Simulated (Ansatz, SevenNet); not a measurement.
## Ti3Al (P6₃/mmc, No. 194): properties by level of theory

```json
[
 {"level (code)": "SevenNet-l3i5", "lattice constant a (Å)": "5.740", "c axis length (Å)": "4.675"},
 {"level (code)": "LDA (Ansatz)", "lattice constant a (Å)": "5.616", "c axis length (Å)": "4.566"},
 {"level (code)": "PBEsol (Ansatz)", "lattice constant a (Å)": "5.687", "c axis length (Å)": "___"},
 {"level (code)": "PBE-D3(BJ) (Ansatz)", "lattice constant a (Å)": "5.660", "c axis length (Å)": "4.587"},
 {"level (code)": "r²SCAN+rVV10 (Ansatz)", "lattice constant a (Å)": "___", "c axis length (Å)": "___"}
]
```

### Question
What belongs in the gaps?

### Answer

- PBEsol (Ansatz, a program for electronic structure), c axis length (Å): 4.607
- r²SCAN+rVV10 (Ansatz), lattice constant a (Å): 5.735
- r²SCAN+rVV10 (Ansatz), c axis length (Å): 4.622

Ansatz's density-functional and Hartree–Fock values are scalar-relativistic unless marked +SOC, with PAW data made under PBE.

The crystal itself was run without spin with LDA, PBEsol, PBE-D3(BJ), r²SCAN+rVV10; a magnetic state was not tried in these runs.

The computed numbers hold no vibrational or temperature effects.
